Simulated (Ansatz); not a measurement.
The reference is Ru in the hcp (Mg type) structure (space group P6_3/mmc, No. 194; a = 2.6756 Å, c = 4.2237 Å; relaxed with 0.1 eV smearing). Axes: x lies along a and z along c of the hexagonal cell.

Method: LDA (Ansatz, a first-principles code, PAW, scalar-relativistic without spin-orbit coupling).

One thing is altered: the cell is stretched by 1.50 % along z with no lateral relaxation, atoms relaxed at fixed cell.

Task: Predict the stress tensor and what it implies for the stiffness.

Result: Stress of the strained cell less that of the base (GPa, compression positive):
```
   -2.8     0.0     0.0
    0.0    -2.8     0.0
    0.0     0.0   -10.5
```

Then −Δσ_ii/ε with ε = 0.0150 gives secant stiffness values (nonlinear terms included at this strain): C33 ≈ 699 GPa, C13 ≈ 189 GPa and C23 ≈ 189 GPa.

As a check, the harmonic strain energy −½ V₀ Δσ:ε is 6.4 meV/atom; the computed energy rise is 6.6 meV/atom.

Whether these cells are dynamically stable was not tested. All final runs are without spin polarisation.
